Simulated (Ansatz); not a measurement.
Base system: Ge in the diamond structure (space group Fd-3m, No. 227; a = 5.675 Å).

Level of theory: r2SCAN/PAW in Ansatz (a quantum-chemistry and plane-wave program), no SOC.

For the base:

- Gap character: direct at Γ

Modification: 0.0457 holes added to each cell, a density of 1.0×10^21 cm⁻³, with a uniform compensating background at fixed cell and a 300 K Fermi–Dirac width.

What happens to the Fermi level from band edge?

The Fermi level relative to the doped band's edge (positive inside the band; to 0.05 eV) is +0.40 eV.

How does this affect the gap character?

The gap character remains direct at Γ.

Carriers are added with a uniform compensating background; total energy and stress of such cells depend on the potential's zero and are not compared; many-body gap narrowing is missing at this level. Stability against distortions was not tested. The real Ge has an indirect gap at ambient pressure; r2SCAN orders its close-lying valleys differently.
